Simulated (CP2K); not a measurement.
Convergence test for VAu (R-3m, 2 atoms in the cell)

```cif
data_Au3V3
_chemical_formula_sum 'V3 Au3'
_space_group_name_H-M_alt 'R-3m :H'
_space_group_IT_number 166
_space_group_name_Hall '-R 3 2"'
_cell_length_a 2.82080
_cell_length_b 2.82080
_cell_length_c 13.83326
_cell_angle_alpha 90.000
_cell_angle_beta 90.000
_cell_angle_gamma 120.000
loop_
_atom_site_label
_atom_site_type_symbol
_atom_site_symmetry_multiplicity
_atom_site_Wyckoff_symbol
_atom_site_fract_x
_atom_site_fract_y
_atom_site_fract_z
_atom_site_occupancy
V1 V 3 b 0.00000 0.00000 0.50000 1
Au1 Au 3 a 0.00000 0.00000 0.00000 1
```
(The calculation used a cell of 2 atoms; values per cell refer to that cell.)

Computed with PBEsol, GPW, DZVP-MOLOPT-SR-GTH basis, GTH-PBE potentials (GTH_POTENTIALS) run with CP2K.

The starting cell comes from a database of computed structures (which also holds hypothetical and non-ambient phases and stackings), without a prior relaxation at this level. Spin polarisation is off. Values carry the incompleteness of an atom-centred basis. The potentials were made for another functional than the one used. In the base run, with a pressure of about -4 GPa the cell is away from its equilibrium volume at this level.

Held fixed: CUTOFF = 600 Ry; REL_CUTOFF = 50 Ry; SMEAR/METHOD = FERMI_DIRAC; ELECTRONIC_TEMPERATURE = 580.23 K; XC_FUNCTIONAL = PBE:PBESOL; V/BASIS_SET = DZVP-MOLOPT-SR-GTH-q13; V/POTENTIAL = GTH-PBE-q13; Au/BASIS_SET = DZVP-MOLOPT-SR-GTH-q11; Au/POTENTIAL = GTH-PBE-q11; METHOD = GPW; EPS_DEFAULT = 1e-10; NGRIDS = 5; SCF_GUESS = ATOMIC; EPS_SCF = 1e-06; MAX_SCF = 100; ADDED_MOS = 5; MIXING/METHOD = BROYDEN_MIXING; MIXING/ALPHA = 0.3; MIXING/NBUFFER = 10. Moved along with it: GAMMA_CENTERED.

ΔF is the free energy per atom less that of the last row (MONKHORST-PACK 9 9 9).

The series runs over KPOINTS/SCHEME = default; MONKHORST-PACK 3 3 3; MONKHORST-PACK 4 4 4; MONKHORST-PACK 5 5 5; MONKHORST-PACK 6 6 6; MONKHORST-PACK 7 7 7; MONKHORST-PACK 8 8 8; MONKHORST-PACK 9 9 9.

Task: From which setting on does the energy stay within 10 meV/atom of the last one?

Result: From KPOINTS/SCHEME = MONKHORST-PACK 7 7 7 on; the one before it is off by 12 meV/atom.

Task: From which setting on does the pressure stay within 0.1 GPa of the last one?

Result: From KPOINTS/SCHEME = MONKHORST-PACK 7 7 7 on; the one before it is off by 0.30 GPa. The value it settles on is -4.21 GPa at this level of theory and with the other settings as held.

```json
[
 {"KPOINTS/SCHEME": "default", "ΔF (meV/atom)": "-3215.9", "pressure (GPa)": "-14.13", "k-points": "1", "iterations": "46"},
 {"KPOINTS/SCHEME": "MONKHORST-PACK 3 3 3", "ΔF (meV/atom)": "-167.0", "pressure (GPa)": "-6.70", "k-points": "14", "iterations": "15"},
 {"KPOINTS/SCHEME": "MONKHORST-PACK 4 4 4", "ΔF (meV/atom)": "32.8", "pressure (GPa)": "-3.48", "k-points": "36", "iterations": "14"},
 {"KPOINTS/SCHEME": "MONKHORST-PACK 5 5 5", "ΔF (meV/atom)": "-16.8", "pressure (GPa)": "-4.96", "k-points": "63", "iterations": "15"},
 {"KPOINTS/SCHEME": "MONKHORST-PACK 6 6 6", "ΔF (meV/atom)": "11.7", "pressure (GPa)": "-3.91", "k-points": "112", "iterations": "15"},
 {"KPOINTS/SCHEME": "MONKHORST-PACK 7 7 7", "ΔF (meV/atom)": "-6.3", "pressure (GPa)": "-4.23", "k-points": "172", "iterations": "14"},
 {"KPOINTS/SCHEME": "MONKHORST-PACK 8 8 8", "ΔF (meV/atom)": "-3.7", "pressure (GPa)": "-4.20", "k-points": "260", "iterations": "14"},
 {"KPOINTS/SCHEME": "MONKHORST-PACK 9 9 9", "ΔF (meV/atom)": "0.00", "pressure (GPa)": "-4.21", "k-points": "365", "iterations": "14"}
]
```
